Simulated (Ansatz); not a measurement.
# Effect of uniaxial strain ε_zz = −0.50 % on HgS

Take HgS in the zinc blende structure (space group F-43m, No. 216; a = 5.8759 Å) as the base. Axes: x, y, z lie along the cube axes.

Modification: uniaxial strain ε_zz = −0.50 %, all other strain components held at zero, atoms relaxed at fixed cell.

All numbers come from PBEsol in Ansatz (plane waves to 420 eV, PAW, scalar-relativistic without spin-orbit coupling). Settings: 10×10×10 k-points, 0.05 eV Fermi–Dirac smearing.

The volume per atom falls by 0.13 Å³ (25.36 Å³ → 25.23 Å³) and the space group goes from F-43m (No. 216) to I-4m2 (No. 119). The shortest interatomic distance falls by 0.004 Å (2.544 Å → 2.540 Å) and the energy is nearly the same. The pressure (mean of the normal stresses, compression positive) goes from zero to 0.3 GPa and the band gap stays zero. The stress (xx, yy, zz, yz, xz, xy; compression positive) amounts to (0.3, 0.3, 0.4, 0.0, 0.0, 0.0) GPa (rough).

Without a gap, meshes like the base's 10×10×10 leave anisotropic stresses uncertain by several tenths of a GPa, and small strain energies with them. With Hg present, leaving out spin-orbit coupling can change the band edges. No phonon test of stability was made. The final runs are not spin-polarised. Gaps under 0.05 eV, about the width of the smearing, are given as zero. The zero or small gap of HgS can change with the level of theory.

Ansatz is an electronic-structure program.
